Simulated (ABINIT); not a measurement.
# ABINIT run on ZnS (F-43m, 2 atoms in the cell): self-consistent single point

Method of the run: PBE, PAW (JTH v2.0 PBE PAW) (plane waves; ABINIT).

The input file:

```
# ZnS, JTH v2.0 PBE PAW
pp_dirpath "./"
pseudos "Zn.GGA_PBE-JTH.xml, S.GGA_PBE-JTH.xml"
acell 7.2290484310 7.2290484310 7.2290484310
rprim
        -0.0000000000    0.7071067812    0.7071067812
         0.7071067812   -0.0000000000    0.7071067812
         0.7071067812    0.7071067812   -0.0000000000
natom 2
ntypat 2
znucl 30 16
typat 1 2
xcart
         0.0000000000    0.0000000000    0.0000000000
         2.5558545836    2.5558545836    2.5558545836
ecut 30 Ha
pawecutdg 60 Ha
pawxcdev 0
ixc 11
occopt 3
tsmear 0.05 eV
nband 14
kptopt 1
ngkpt 7 7 7
nshiftk 1
shiftk 0 0 0
nstep 100
tolvrs 1.0e-12
prtwf 0
prtden 0
enunit 2
```

Output (repeated stretches shortened):

```
 Symmetries : space group F-4 3 m (#216); Bravais cF (face-center cubic)

 -outvars: echo values of preprocessed input variables --------
            acell      7.2290484310E+00  7.2290484310E+00  7.2290484310E+00 Bohr
             ecut      3.00000000E+01 Hartree
           enunit           2
              ixc          11
         kptrlatt        7    0    0      0    7    0      0    0    7
          kptrlen      5.06033390E+01
            natom           2
            nband          14
            ngfft          36      36      36
          ngfftdg          54      54      54
             nkpt          20
            nstep         100
             nsym          24
           ntypat           2
           occopt           3
        pawecutdg      6.00000000E+01 Hartree
         pawxcdev           0
            rprim     -0.0000000000E+00  7.0710678120E-01  7.0710678120E-01
                       7.0710678120E-01 -0.0000000000E+00  7.0710678120E-01
                       7.0710678120E-01  7.0710678120E-01 -0.0000000000E+00
          spgroup         216
           tolvrs      1.00000000E-12
           tsmear      1.83746627E-03 Hartree
            typat      1  2
           useylm           1
             xred      0.0000000000E+00  0.0000000000E+00  0.0000000000E+00
                       2.5000000000E-01  2.5000000000E-01  2.5000000000E-01
            znucl       30.00000   16.00000

== DATASET  1 ==================================================================

 Exchange-correlation functional for the present dataset will be:
  GGA: Perdew-Burke-Ernzerhof functional - ixc=11
 Citation for XC functional:
  J.P.Perdew, K.Burke, M.Ernzerhof, PRL 77, 3865 (1996)

 Real(R)+Recip(G) space primitive vectors, cartesian coordinates (Bohr,Bohr^-1):
 R(1)=  0.0000000  5.1117092  5.1117092  G(1)= -0.0978146  0.0978146  0.0978146
 R(2)=  5.1117092  0.0000000  5.1117092  G(2)=  0.0978146 -0.0978146  0.0978146
 R(3)=  5.1117092  5.1117092  0.0000000  G(3)=  0.0978146  0.0978146 -0.0978146
 Unit cell volume ucvol=  2.6713353E+02 bohr^3
 Angles (23,13,12)=  6.00000000E+01  6.00000000E+01  6.00000000E+01 degrees

 Coarse grid specifications (used for wave-functions):

 getcut: wavevector=  0.0000  0.0000  0.0000  ngfft=  36  36  36
         ecut(hartree)=     30.000   => boxcut(ratio)=   2.01974

 Fine grid specifications (used for densities):

 getcut: wavevector=  0.0000  0.0000  0.0000  ngfft=  54  54  54
         ecut(hartree)=     60.000   => boxcut(ratio)=   2.14299

   2.06649828E+02                                ecore*ucvol(ha*bohr**3)

_setup2: Arith. and geom. avg. npw (full set) are    2094.802    2094.785

--- !BeginCycle
solver: {iscf: 17, nstep: 100, nline: 4, wfoptalg: 10, }
tolerances: {tolvrs: 1.00E-12, }
...

     iter   Etot(hartree)      deltaE(h)  residm     nres2
 ETOT  1  -74.063671340010    -7.406E+01 6.719E+00 7.148E+00
 ETOT  2  -74.710981207898    -6.473E-01 5.252E-01 6.715E+00
 ETOT  3  -74.696403429675     1.458E-02 3.325E-01 2.022E+00
 ETOT  4  -74.696004886965     3.985E-04 3.314E-02 7.114E-01
 ETOT  5  -74.695466869776     5.380E-04 3.127E-02 1.821E-01
 ETOT  6  -74.695509921964    -4.305E-05 6.912E-03 1.204E-02
   [... 16 lines left out ...]
 ETOT 23  -74.695565135742    -9.521E-13 6.848E-05 2.420E-10
 ETOT 24  -74.695565135740     1.165E-12 2.154E-05 2.828E-11
 ETOT 25  -74.695565135740     8.100E-13 8.823E-05 1.696E-12
 ETOT 26  -74.695565135740    -5.258E-13 2.118E-05 5.075E-12
 ETOT 27  -74.695565135740     3.553E-13 1.089E-04 1.109E-13

 At SCF step   27       nres2   =  1.11E-13 < tolvrs=  1.00E-12 =>converged.

 Cartesian components of stress tensor (hartree/bohr^3)
  sigma(1 1)= -4.17736970E-05  sigma(3 2)=  0.00000000E+00
  sigma(2 2)= -4.17736970E-05  sigma(3 1)=  0.00000000E+00
  sigma(3 3)= -4.17736970E-05  sigma(2 1)=  0.00000000E+00

 ----iterations are completed or convergence reached----

 reduced coordinates (array xred) for    2 atoms
       0.000000000000      0.000000000000      0.000000000000
       0.250000000000      0.250000000000      0.250000000000
 cartesian forces (eV/Angstrom) at end:
    1      0.00000000000000    -0.00000000000000    -0.00000000000000
    2     -0.00000000000000     0.00000000000000     0.00000000000000
 frms,max,avg= 9.1633265E-30 1.0580898E-29   0.000E+00  0.000E+00  0.000E+00 e/A
 length scales=  7.229048431000  7.229048431000  7.229048431000 bohr
              =  3.825447669478  3.825447669478  3.825447669478 angstroms
 Fermi (or HOMO) energy (hartree) =   0.23288   Average Vxc (hartree)=  -0.34325
 Eigenvalues (hartree) for nkpt=  20  k points:
 kpt#   1, nband= 14, wtk=  0.00292, kpt=  0.0000  0.0000  0.0000 (reduced coord)
  -0.28875   -0.03894   -0.03894   -0.03894   -0.02076   -0.02076    0.19346    0.19346
   0.19346    0.27003    0.42745    0.42745    0.42745    0.62015
      occupation numbers for kpt#   1
   2.00000    2.00000    2.00000    2.00000    2.00000    2.00000    2.00000    2.00000
   2.00000    0.00000    0.00000    0.00000    0.00000    0.00000
 prteigrs : prtvol=0 or 1, do not print more k-points.

 Fermi (or HOMO) energy (eV) =   6.33689   Average Vxc (eV)=  -9.34043
 Eigenvalues (   eV  ) for nkpt=  20  k points:
 kpt#   1, nband= 14, wtk=  0.00292, kpt=  0.0000  0.0000  0.0000 (reduced coord)
  -7.85722   -1.05966   -1.05966   -1.05966   -0.56481   -0.56481    5.26430    5.26430
   5.26430    7.34784   11.63155   11.63155   11.63155   16.87507
 prteigrs : prtvol=0 or 1, do not print more k-points.

--- !EnergyTerms
comment             : Components of total free energy in Hartree
kinetic             :  1.10250016922823E+01
hartree             :  2.12501562194219E+01
xc                  : -5.43903664673711E+00
Ewald energy        : -4.60097553605003E+01
psp_core            :  7.73582513059676E-01
local_psp           : -7.45638247295565E+01
spherical_terms     :  1.82683111036433E+01
internal            : -7.46955652083866E+01
'-kT*entropy'       : -7.81984427144915E-13
total_energy        : -7.46955652083874E+01
total_energy_eV     : -2.03256969752509E+03
...

-Cartesian components of stress tensor (GPa)         [Pressure=  1.2290E+00 GPa]
- sigma(1 1)= -1.22902439E+00  sigma(3 2)=  0.00000000E+00
- sigma(2 2)= -1.22902439E+00  sigma(3 1)=  0.00000000E+00
- sigma(3 3)= -1.22902439E+00  sigma(2 1)=  0.00000000E+00

 Calculation completed.
```

The run converged in 27 iterations.

The starting cell has typed, rounded lattice constants, without a prior relaxation at this level.

Cost on one core of a shared machine: roughly 40 s.
